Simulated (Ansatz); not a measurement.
Input:

```xyz
6
Lattice="-2.9960 2.9960 7.1497 2.9960 -2.9960 7.1497 2.9960 2.9960 -7.1497" Properties=species:S:1:pos:R:3 pbc="T T T"
Sr     0.0000     0.0000     7.1497
Sr     2.9960     0.0000     3.5749
Br     0.0000     0.0000     4.1153
Br     2.9960     0.0000     0.5405
Br     2.9960     0.0000     6.6093
Br     0.0000     0.0000    10.1841
```

No spin polarisation.

Level of theory: PBEsol (Ansatz, a program for electronic structure; PAW; 420 eV plane waves; no SOC). k-mesh 8×8×8 (Γ-centred); smearing 0.05 eV (Fermi–Dirac).

### Question
Predict the band gap, electron mass, smallest direct gap and space group.

### Answer
```json
{
 "band_gap": "4.59 eV",
 "electron_mass": "0.40 mₑ along c, 0.37 mₑ across (at Γ)",
 "smallest_direct_gap": "4.81 eV",
 "space_group": "I4_1/amd (No. 141)"
}
```

The cells carry an imposed strain or load. Effective masses come from finite differences of ±0.01 Å⁻¹. Whether these cells are dynamically stable was not tested. The cell was made from SrBr$_{2}$ in the anatase structure (space group I4_1/amd, No. 141; a hypothetical phase, not in the database extracts checked) by this change: isotropic strain +0.82 %.
